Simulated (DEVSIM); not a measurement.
System: Si p+/n-/n+ power diode, at 300 K.

| layer (left to right) | material | thickness (μm) | Nd (cm⁻³) | Na (cm⁻³) | τn (s) | τp (s) |
|---|---|---|---|---|---|---|
| 1 | Si | 0.340 | - | 1.1e18 | 1.7e-7 | 1.7e-7 |
| 2 | Si | 44.0 | 4e15 | - | 1.7e-7 | 1.7e-7 |
| 3 | Si | 1.00 | 1.5e18 | - | 1.7e-7 | 1.7e-7 |

Left contact: ohmic. Right contact: ohmic. Voltage is applied to the left contact. Recombination: SRH at mid-gap, radiative, Auger. Mobility is μmin + (μ − μmin)/(1 + (N/Nref)^α).

This is a model device: material constants are rounded textbook-type values typed into the input, and sizes, dopings and lifetimes were drawn at random. Values at 300 K.

| parameter | Si |
|---|---|
| gap (eV) | 1.124 |
| affinity (eV) | 4.05 |
| permittivity | 11.7 |
| Nc (cm⁻³) | 2.86e19 |
| Nv (cm⁻³) | 3.1e19 |
| μn (cm²/Vs) | 1417 |
| μp (cm²/Vs) | 470 |
| μn,min | 52 |
| μp,min | 45 |
| Nref,n | 9.7e16 |
| Nref,p | 2.2e17 |
| αn | 0.68 |
| αp | 0.72 |
| B (cm³/s) | 4.7e-15 |
| Cn (cm⁶/s) | 2.8e-31 |
| Cp (cm⁶/s) | 9.9e-32 |

DEVSIM, 1D drift-diffusion, Boltzmann statistics, complete ionisation; no tunnelling, impact ionisation, image-force lowering or self-heating.

Problem. Tabulate band edges, carrier densities and field at 0.9 V on the left contact.

Solution. Energies count from the Fermi level of the right contact; mesh points crowd at the junctions.

```tsv
x (μm)	Ec (eV)	Ev (eV)	n (cm⁻³)	p (cm⁻³)	field (V/cm)
0.000	0.138	-0.986	110	1.1e18	≈ 0
0.04163	0.138	-0.986	6.4e14	1.1e18	≈ 0
0.1510	0.138	-0.986	2.3e15	1.1e18	≈ 0
0.2794	0.138	-0.986	4.3e15	1.1e18	≈ 0
0.3420	0.104	-1.020	1.9e16	3.0e17	-37000
0.3944	0.068	-1.056	7.7e16	7.4e16	-220
0.5423	0.068	-1.056	7.7e16	7.3e16	19
1.259	0.070	-1.054	7.5e16	7.1e16	19
3.038	0.073	-1.051	7.2e16	6.8e16	19
8.502	0.084	-1.040	6.3e16	5.9e16	21
23.22	0.117	-1.007	5.3e16	4.9e16	22
39.29	0.147	-0.977	6.5e16	6.1e16	15
42.68	0.151	-0.973	7.1e16	6.7e16	13
43.78	0.153	-0.971	7.3e16	6.9e16	12
44.22	0.153	-0.971	7.4e16	7.0e16	11
44.31	0.148	-0.976	9.1e16	5.8e16	-4800
44.35	0.077	-1.047	1.4e18	3.6e15	-3300
44.41	0.076	-1.048	1.5e18	3.2e15	≈ 0
44.70	0.076	-1.048	1.5e18	2.2e15	≈ 0
45.10	0.076	-1.048	1.5e18	8.3e14	≈ 0
45.27	0.076	-1.048	1.5e18	2.5e14	≈ 0
45.34	0.076	-1.048	1.5e18	< 1e2	≈ 0
```
